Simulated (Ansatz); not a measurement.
Worked example: self-consistent single point of Ba6Mg7F26 (Immm, 39 atoms in the cell) in Ansatz (a first-principles code).

Level of theory: PBEsol, default PAW files made with PBE (plane waves; Ansatz).

Input as run:

Ansatz 0.2 input:
```yaml
# Ba6Mg7F26
crystal:
  lattice:
    - [-2.875116, 5.979295, 7.427590]
    - [2.875116, -5.979295, 7.427590]
    - [2.875116, 5.979295, -7.427590]
  atoms:
    - { symbol: Ba, position_ang: [0.000000, 5.979295, 2.177769] }
    - { symbol: Ba, position_ang: [2.875116, -0.000000, 5.249821] }
    - { symbol: Ba, position_ang: [2.875116, 2.868866, 2.208223] }
    - { symbol: Ba, position_ang: [-0.000000, 3.110429, 5.219367] }
    - { symbol: Ba, position_ang: [-0.000000, 3.110429, 9.635813] }
    - { symbol: Ba, position_ang: [2.875116, 2.868866, -2.208223] }
    - { symbol: Mg, position_ang: [1.454809, -0.000000, 0.000000] }
    - { symbol: Mg, position_ang: [4.295423, -0.000000, 0.000000] }
    - { symbol: Mg, position_ang: [0.000000, 3.199760, 0.000000] }
    - { symbol: Mg, position_ang: [-0.000000, 8.758830, -0.000000] }
    - { symbol: Mg, position_ang: [-0.000000, 0.000000, 3.276459] }
    - { symbol: Mg, position_ang: [0.000000, -0.000000, 11.578721] }
    - { symbol: Mg, position_ang: [0.000000, 0.000000, 7.427590] }
    - { symbol: F, position_ang: [1.543650, 4.624267, -3.829368] }
    - { symbol: F, position_ang: [1.331466, 1.355028, 11.256958] }
    - { symbol: F, position_ang: [1.331466, 1.355028, 3.598222] }
    - { symbol: F, position_ang: [1.543650, 4.624267, 3.829368] }
    - { symbol: F, position_ang: [1.543650, 7.334323, 3.829368] }
    - { symbol: F, position_ang: [1.331466, -1.355028, 3.598222] }
    - { symbol: F, position_ang: [1.331466, -1.355028, 11.256958] }
    - { symbol: F, position_ang: [1.543650, 7.334323, -3.829368] }
    - { symbol: F, position_ang: [1.433705, 1.344504, 7.427590] }
    - { symbol: F, position_ang: [1.441411, 4.634791, -0.000000] }
    - { symbol: F, position_ang: [1.433705, -1.344504, 7.427590] }
    - { symbol: F, position_ang: [1.441411, 7.323799, -0.000000] }
    - { symbol: F, position_ang: [1.404724, 4.029327, 7.427590] }
    - { symbol: F, position_ang: [1.470392, 1.949968, 0.000000] }
    - { symbol: F, position_ang: [4.279840, 1.949968, 0.000000] }
    - { symbol: F, position_ang: [-1.404724, 4.029327, 7.427590] }
    - { symbol: F, position_ang: [-0.000000, 0.000000, 13.532623] }
    - { symbol: F, position_ang: [-0.000000, 0.000000, 1.322557] }
    - { symbol: F, position_ang: [-0.000000, 0.000000, 9.356089] }
    - { symbol: F, position_ang: [0.000000, -0.000000, 5.499091] }
    - { symbol: F, position_ang: [0.000000, 5.979295, 6.113798] }
    - { symbol: F, position_ang: [2.875116, 0.000000, 1.313792] }
    - { symbol: F, position_ang: [-0.000000, 8.611022, 1.888539] }
    - { symbol: F, position_ang: [2.875116, -2.631727, 5.539051] }
    - { symbol: F, position_ang: [0.000000, 3.347568, 1.888539] }
    - { symbol: F, position_ang: [2.875116, 2.631727, 5.539051] }
kpoints:
  mp_grid: { grid: [3, 3, 3] }
hamiltonian:
  xc: pbesol
  pseudopotentials: { kind: paw }
scf:
  occupations: { method: fixed }
output:
  forces: true
  eigenvalues: true
  stress: true
```

Output (repeated stretches shortened):

```
SCF iter   1: F=—  HF=-69443.183352 eV  |F-HF|=—  |Δ(HF+E_count)|=         —  Δρ=1.47e-2  dr2=6.88e-1  ethr=1.77e-3  ⟨swp⟩=5.6  Hψ=5593  notcnv=0  defer=288
all-band conjugate gradients solve this SCF's bands
preconditioner: auto → Resta (q_TF=auto, 2.513 Å⁻¹)
SCF iter   2: F=—  HF=-69442.977014 eV  |F-HF|=—  |Δ(HF+E_count)|=   2.06e-1  Δρ=2.34e-3  dr2=9.68e-3  ethr=2.20e-4  ⟨swp⟩=2.1  Hψ=2767  notcnv=0  defer=291
   [... lines left out ...]
SCF iter   5: F=—  HF=-69442.977851 eV  |F-HF|=—  |Δ(HF+E_count)|=   5.54e-5  Δρ=8.49e-5  dr2=2.47e-5  ethr=1.13e-7  ⟨swp⟩=2.0  Hψ=2390  notcnv=0  defer=289
SCF iter   6: F=—  HF=-69442.978451 eV  |F-HF|=—  |Δ(HF+E_count)|=   6.00e-4  Δρ=1.94e-5  dr2=1.92e-6  ethr=7.92e-9  ⟨swp⟩=2.0  Hψ=2540  notcnv=0  defer=270
SCF iter   7: F=—  HF=-69442.978454 eV  |F-HF|=—  |Δ(HF+E_count)|=   2.45e-6  Δρ=1.08e-5  dr2=3.72e-7  ethr=6.15e-10  ⟨swp⟩=2.0  Hψ=2268  notcnv=0  defer=270
SCF iter   8: F=-69442.978454 eV  HF=-69442.978453 eV  |F-HF|=9.68e-9  |Δ(HF+E_count)|=   4.96e-8  Δρ=2.55e-6  dr2=2.83e-8  ethr=3.21e-11  ⟨swp⟩=21.8  Hψ=12553  notcnv=0
SCF 1 converged in 8 iterations: F = -69442.978454 eV  dr2 = 2.83e-8
Free energy (F): -69442.978454 eV
Internal energy: -69442.978454 eV  (E = F + TS)
E sigma→0 (E₀):  -69442.978454 eV
Fermi energy:    4.474199 eV
--- Forces (eV/Å), atoms counted from 1 ---
  atom   1  Ba     0.00000000     0.00000000    -0.01821049
  atom   2  Ba     0.00000000     0.00000000     0.01821049
  atom   3  Ba     0.00000000    -0.01768173     0.01187725
  atom   4  Ba     0.00000000     0.01768173    -0.01187725
  atom   5  Ba     0.00000000     0.01768173     0.01187725
   [... 30 lines left out ...]
  atom  36  F      0.00000000    -0.04027017     0.34024124
  atom  37  F      0.00000000     0.04027017    -0.34024124
  atom  38  F      0.00000000     0.04027017     0.34024124
  atom  39  F      0.00000000    -0.04027017    -0.34024124
--- Stress (GPa, compression-positive) ---
        3.415746       0.000000       0.000000
        0.000000       3.248643       0.000000
        0.000000       0.000000       3.256311
  P = ⅓ Tr σ = 3.3069 GPa (33.069 kbar)
  The stress holds the Pulay correction. Without it, at fixed plane waves, as pw.x and ABINIT print it: P = 2.6678 GPa
```

The run converged in 8 iterations. For comparison: a first run was changed to give this one (lattice scaled by 0.985), and from it to this one the free energy rises by 4.6 meV/atom, the pressure goes from -0.71 to 3.31 GPa, the largest force goes from 0.208 to 0.400 eV/Å and the gap on the mesh goes from 6.964 to 7.280 eV.

The starting cell comes from a database of computed structures (which also holds hypothetical and non-ambient phases and stackings), without a prior relaxation at this level. For this run, on top of that: lattice scaled by 0.985. Ansatz's pressure includes its estimate of the finite-basis (Pulay) stress. Without the estimate this run gives 2.67 GPa.

Cost on one core of a shared machine: roughly 90 s.
